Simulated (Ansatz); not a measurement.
## Effect of isotropic strain −1.50 % on GaN

Take GaN in the zinc blende structure (space group F-43m, No. 216; a = 4.498 Å) as the base.

One thing is altered: every lattice vector is shortened by 1.50 %; the atoms relax in the strained cell.

Calculations: Kohn–Sham DFT with the r2SCAN functional, run in Ansatz (a program for electronic structure) with PAW and 500 eV plane waves, no SOC. k-mesh 13×13×13 (Γ-centred); smearing 0.05 eV (Fermi–Dirac).

| quantity | base | changed | shift |
|---|---|---|---|
| volume per atom | 11.37 Å³ | 10.87 Å³ | -0.50 Å³ |
| space group | F-43m (No. 216) | F-43m (No. 216) | – |
| shortest interatomic distance | 1.948 Å | 1.918 Å | -0.0292 Å |
| energy relative to the base (free energy F) | 0 meV/atom | +15 meV/atom | +15 meV/atom |
| pressure | 0.00 GPa | 9.82 GPa | +9.825 GPa |
| band gap | 2.17 eV | 2.47 eV | +0.30 eV |
| gap character | direct at Γ | direct at Γ | – |
| mean gap deformation potential ΔEg/Δln V | – | -6.7 eV | – |
| width of the top valence band | 3.72 eV | 3.96 eV | +0.234 eV |
| electron mass | 0.17 mₑ (at Γ) | 0.19 mₑ (at Γ) | – |
| hole mass (degenerate bands, along [100]) | 0.18, 0.86, 0.86 mₑ (at Γ) | 0.20, 0.83, 0.83 mₑ (at Γ) | – |
| valley order (the lowest conduction-band minima on the path, energy above the VBM, named in the base's zone) | Γ 2.17 eV; X along ⟨100⟩ 3.77 eV | Γ 2.47 eV; X along ⟨100⟩ 3.79 eV | – |

Masses are band curvatures over ±0.01 Å⁻¹ around the edge. No phonon test of stability was made. This is not the structure that GaN has at room temperature and ambient pressure.
